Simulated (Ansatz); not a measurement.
A working Ansatz (a quantum-chemistry and plane-wave program) input for Y (P6/mmm, 3 atoms in the cell) (DFT, LDA (PW92), plane waves, default PAW files made with PBE):

Ansatz 0.2 input:
```yaml
# Y
crystal:
  lattice:
    - [5.713573, 0.000000, 0.000000]
    - [-2.856786, 4.948099, 0.000000]
    - [0.000000, 0.000000, 3.475087]
  atoms:
    - { symbol: Y, position: [0.000000, 0.000000, 0.000000] }
    - { symbol: Y, position: [0.333333, 0.666667, 0.500000] }
    - { symbol: Y, position: [0.666667, 0.333333, 0.500000] }
kpoints:
  mp_grid: { grid: [5, 5, 7] }
hamiltonian:
  xc: lda
  pseudopotentials: { kind: paw }
scf:
  occupations: { method: cold, width: 0.272 }
output:
  forces: true
  eigenvalues: true
  stress: true
```

The run converged in 6 iterations: free energy E − TS (on the zero of these files) -11236.3787 eV; Fermi level (on the code's own zero) 9.10 eV; pressure -4.17 GPa. Each of these slips is then made, one at a time:

(1)
```diff
-    - { symbol: Y, position: [0.333333, 0.666667, 0.500000] }
-    - { symbol: Y, position: [0.666667, 0.333333, 0.500000] }
+    - { symbol: Y, position: [-0.000003, 3.298734, 1.737544] }
+    - { symbol: Y, position: [2.856790, 1.649365, 1.737544] }
```

(2)
```diff
-  occupations: { method: cold, width: 0.272 }
```

Problem. What happens in each case?

Solution. 
(1) Fractional and Cartesian coordinates mixed up. The run converged in 9 iterations without an error; against the sound input the free energy goes up by 4.44 eV/atom, the pressure goes from -4.17 to 38.30 GPa and the largest force goes from 0.000 to 18.28 eV/Å.

(2) No occupation method given. The program stopped before any SCF iteration.
```
Error: YAML parse error: `scf.occupations.method` is required: fixed only where the cell keeps a band gap throughout the run, explicit beside scf.occupations.values (under evaluate: without them), else a smearing such as fermi_dirac (scf.occupations.width is optional; its entry in the input reference gives the default)
```

The starting cell was generated: these elements placed on a structure prototype, without a prior relaxation; it need not be a known phase or ordering of this composition. In the base run, with a pressure of about -4 GPa the cell is away from its equilibrium volume at this level. Ansatz's pressure includes its estimate of the finite-basis (Pulay) stress.

Left out of this page: 3 runs of the series outside the window shown, repeating another row's setting, or not comparable.
